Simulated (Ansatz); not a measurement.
L1₂ (Cu3Au-type) Ni₃Si, treated with BLYP in Ansatz (plane waves, PAW).

Numerical settings: plane-wave cutoff 520 eV, 16×16×16 k mesh, Fermi–Dirac smearing 0.05 eV, no spin polarisation, scalar-relativistic PAW data made under PBE.

Computed at the level's own relaxed cell.

**Question.** What does this level give for the volume per atom, bulk modulus B0, lattice constant a and pressure derivative B′ of the bulk modulus?

**Answer.** 
- volume per atom: 11.31 Å³/atom
- bulk modulus B0: 179 GPa
- lattice constant a: 3.563 Å
- pressure derivative B′ of the bulk modulus: 4.9

The run finds no gap.

Measured, for comparison: equilibrium volume per atom 10.81 Å³/atom, lattice constant a 3.510 Å (temperature not stated, not corrected to a static lattice; as tabulated in Metallic Nickel Silicides: Experiments and Theory for NiSi and First Principles …). Computed (rounded) less measured: equilibrium volume per atom +4.6 %, lattice constant a +1.5 %.

Static lattice: no zero-point or thermal effects.

Ansatz is a first-principles code.
